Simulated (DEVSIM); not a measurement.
System: abrupt Si p-n junction, at 300 K.

Layer 1 from the left is Si, thickness (μm) 73.0, Na (cm⁻³) 8.4e18, τn (s) 1.8e-7, τp (s) 1.8e-7. Layer 2 from the left is Si, thickness (μm) 6.50, Nd (cm⁻³) 3.9e16, τn (s) 1.8e-7, τp (s) 1.8e-7.

Left contact: ohmic. Right contact: ohmic. Voltage is applied to the left contact. Recombination: SRH at mid-gap, radiative. Mobility is μmin + (μ − μmin)/(1 + (N/Nref)^α).

Constants are typed, rounded textbook-type inputs, not results; the design itself was drawn at random and stands for no fabricated device. Values at 300 K.

Si: gap (eV) 1.124, affinity (eV) 4.05, permittivity 11.7, Nc (cm⁻³) 2.86e19, Nv (cm⁻³) 3.1e19, μn (cm²/Vs) 1417, μp (cm²/Vs) 470, μn,min 52, μp,min 45, Nref,n 9.7e16, Nref,p 2.2e17, αn 0.68, αp 0.72, B (cm³/s) 4.7e-15.

DEVSIM, 1D drift-diffusion, Boltzmann statistics, complete ionisation; no tunnelling, impact ionisation, image-force lowering or self-heating.

Dark forward current:

```tsv
|V| (V)	|J| (A/cm²)
0.05	1.125e-8
0.10	3.995e-8
0.15	1.191e-7
0.20	3.469e-7
0.25	1.043e-6
0.30	3.430e-6
0.35	1.318e-5
0.40	6.163e-5
0.45	0.0003430
0.50	0.002134
0.55	0.01407
0.60	0.09509
0.65	0.6474
0.70	4.311
0.75	25.20
0.80	104.9
0.85	290.0
0.90	587.2
0.95	973.7
1.00	1424
1.05	1919
1.10	2448
```

Task: Work out the local ideality factor n = ΔV / (kT/q · ln(J2/J1)) between the rows 0.15 and 0.20 V, 0.60 and 0.65 V, 1.05 and 1.10 V.

Result: kT/q = 25.85 mV. From 0.15 to 0.20 V: ln(3.469e-7/1.191e-7) = 1.069, n = 1.81. From 0.60 to 0.65 V: ln(0.6474/0.09509) = 1.918, n = 1.01, near the 1 of diffusion or emission over a barrier. From 1.05 to 1.10 V: ln(2448/1919) = 0.243, n = 7.94.

Task: Estimate the current at 0.55 V from the Shockley equation with J0 = Σ q ni² D/(N L) coth(W/L), τ joining the SRH, radiative and Auger lifetimes that are on, and W taken as the whole layer.

Result: ni² = 1.16e20 cm⁻⁶; electrons in the p layer: μ = 115 cm²/Vs, D = 2.96 cm²/s, τ = 1.79e-7 s, L = 7.28 μm, W/L = 10, term 9.00e-15 A/cm²; holes in the n layer: μ = 375 cm²/Vs, D = 9.69 cm²/s, τ = 1.80e-7 s, L = 13.2 μm, W/L = 0.49, term 7.66e-12 A/cm². J0 = 7.67e-12 A/cm², and J = J0 exp(qV/kT) = 0.0133 A/cm². The simulation gives 0.0141 A/cm²; the estimate lies 5.2 % below. The estimate leaves out recombination in the depletion region and that region's share of W.
